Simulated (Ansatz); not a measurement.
**AlCr2C: response to strain**

Start from AlCr$_{2}$C (space group P6_3/mmc, No. 194; a = 2.812 Å, c = 12.599 Å; non-magnetic). Axes: x lies along a and z along c of the hexagonal cell.

Strains are applied to the cell and any free atomic positions relax; under biaxial strain the out-of-plane vector relaxes too; under stress the whole cell relaxes.

Calculations: DFT with PBEsol, PAW potentials and a 420 eV plane-wave cutoff in Ansatz (a program for electronic structure), scalar-relativistic without spin-orbit coupling.

Notes on the quantities. energy relative to the base: free energy F.

```csv
change,volume per atom,energy relative to the base,space group
base,10.78 Å³,0 meV/atom,P6_3/mmc (No. 194)
"biaxial strain −1.73 %, plane normal [001], relaxed out of plane",10.52 Å³,–,P6_3/mmc (No. 194)
isotropic strain +2.11 %,11.48 Å³,+25 meV/atom,P6_3/mmc (No. 194)
uniaxial strain ε_yy = −2.09 %,10.56 Å³,+6.1 meV/atom,Cmcm (No. 63)
"uniaxial stress, 0.5 GPa tension along z",10.79 Å³,0.0 meV/atom,P6_3/mmc (No. 194)
tensor shear ε_yz = +3.58 %,10.77 Å³,+24 meV/atom,C2/m (No. 12)
"uniaxial stress, 5 GPa compression along z",(withheld),(withheld),P6_3/mmc (No. 194)
"uniaxial stress, 8 GPa tension along x",10.94 Å³,+6.9 meV/atom,Cmcm (No. 63)
```

Some entries are withheld; estimate them.


- uniaxial stress, 5 GPa compression along z, volume per atom: 10.70 Å³
- uniaxial stress, 5 GPa compression along z, energy relative to the base: +2.5 meV/atom

Without a gap, meshes like the base's 19×19×4 leave anisotropic stresses uncertain by several tenths of a GPa, and small strain energies with them. Stability under load was not tested beyond the relaxation. Starting moments died away, wholly or in part, for the base; another magnetic solution may exist. The final runs are not spin-polarised.
